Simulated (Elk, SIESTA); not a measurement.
A SIESTA input for a self-consistent single point of TiNbC2 (P1, 4 atoms in the cell) (DFT, GGA PBEsol, numerical atomic orbitals TZP, PseudoDojo PBEsol standard norm-conserving potentials (rewritten from UPF to PSML)):

```
# files in the folder: Ti.psml Nb.psml C.psml (PseudoDojo PBEsol standard)
SystemName  TiNbC2
SystemLabel siesta

NumberOfAtoms                4
NumberOfSpecies              3
%block ChemicalSpeciesLabel
  1 22 Ti
  2 41 Nb
  3 6 C
%endblock ChemicalSpeciesLabel
LatticeConstant              1.0 Bohr
%block LatticeVectors
     2.957837125    1.707707704    9.631353911
    -2.957837125    1.707707704    9.631353911
     0.000000000   -3.415415409    9.631353911
%endblock LatticeVectors
AtomicCoordinatesFormat      Bohr
%block AtomicCoordinatesAndAtomicSpecies
     0.036940428    0.020856234   14.473671192  1
    -0.049934206    0.085300000   -0.031754574  2
    -0.046742700   -0.058562420   21.756217193  3
     0.059733521   -0.047592106    7.142968421  3
%endblock AtomicCoordinatesAndAtomicSpecies

XC.functional                GGA
XC.authors                   PBEsol
PAO.BasisSize                TZP
PAO.EnergyShift              0.005 Ry
MeshCutoff                   350 Ry
%block kgrid.MonkhorstPack
    8   0   0  0.0
    0   8   0  0.0
    0   0   8  0.0
%endblock kgrid.MonkhorstPack
OccupationFunction           MP
OccupationMPOrder            0
ElectronicTemperature        0.05 eV

MaxSCFIterations             150
SCF.Mixer.Method             Pulay
SCF.Mixer.Weight             0.1
SCF.Mixer.History            6
SCF.DM.Tolerance             1.0E-04
Diag.ParallelOverK           true
WriteForces                  true
```

Task: Write the same calculation as an input for Elk.

Result: This is the input that was run; spellings and numerical settings could be chosen otherwise.

```
tasks
  0

xctype
  22

rgkmax
  7.0

rmtscf
  0.9

stype
  0

swidth
  0.00183747

scale
  10.21900401

avec
    0.2894447260    0.1671109905    0.9424943859
   -0.2894447260    0.1671109905    0.9424943859
    0.0000000000   -0.3342219810    0.9424943859

atoms
  3   : nspecies
  'Ti.in'   : spfname
  1   : natoms; atposl, bfcmt below
  0.5092020000  0.4967130000  0.4968510000    0.0 0.0 0.0
  'Nb.in'   : spfname
  1   : natoms; atposl, bfcmt below
  -0.0012150000  0.0156670000  -0.0177490000    0.0 0.0 0.0
  'C.in'   : spfname
  2   : natoms; atposl, bfcmt below
  0.7393480000  0.7551510000  0.7643960000    0.0 0.0 0.0
  0.2526650000  0.2324700000  0.2565020000    0.0 0.0 0.0

ngridk
  8 8 8
```

Basis, cutoffs, solver keys and any potentials are the target program's own. This input uses DFT, PBEsol, all-electron FP-LAPW, Elk's shipped species files, default APW+lo basis.

The starting cell comes from a database of computed structures (which also holds hypothetical and non-ambient phases and stackings), without a prior relaxation at this level. For this run, on top of that: atoms moved at random.
